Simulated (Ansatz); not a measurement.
Start from TaN (space group Pm-3m, No. 221; a = 4.2132 Å; a hypothetical phase, not in the database extracts checked).

Now apply this change: cell and atoms relaxed at a pressure of 0.7 GPa.

Levels (all Ansatz, a first-principles code, PAW): PBEsol (420 eV, no spin-orbit coupling); PBEsol+SOC (420 eV, with spin-orbit coupling).

The geometry is relaxed with PBEsol.

| Item | Value |
|---|---|
| PBEsol pressure | 0.7 GPa |

Task: How does going to PBEsol+SOC change the pressure?

Result: The pressure drops by 0.4 GPa to 0.3 GPa.

Single points use the geometry relaxed with PBEsol. The spin-orbit shifts are approximate. Load acts through the strain it causes; cell and atoms are relaxed under it. Stability against distortions was not tested. The runs without spin-orbit coupling are not spin-polarised.
